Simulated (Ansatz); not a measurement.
The parent structure is CdS in the wurtzite structure (space group P6_3mc, No. 186; a = 4.164 Å, c = 6.769 Å). Axes: x lies along a and z along c of the hexagonal cell.

All numbers come from r2SCAN in Ansatz (plane waves to 500 eV, PAW, no spin-orbit coupling), earlier PAW set.

It is then changed as follows: the cell is compressed by 1.47 % along y with no lateral relaxation, atoms relaxed at fixed cell.

Task: Predict the stress tensor and what it implies for the stiffness.

Result: Stress of the strained cell less that of the base (GPa, compression positive):
```
   0.81    0.00    0.00
   0.00    1.26    0.00
   0.00    0.00    0.67
```

Then −Δσ_ii/ε with ε = -0.0147 gives secant stiffness values (nonlinear terms included at this strain): C22 ≈ 85 GPa, C12 ≈ 55 GPa and C23 ≈ 45 GPa.

No phonon test of stability was made.

Ansatz is a program for electronic structure.
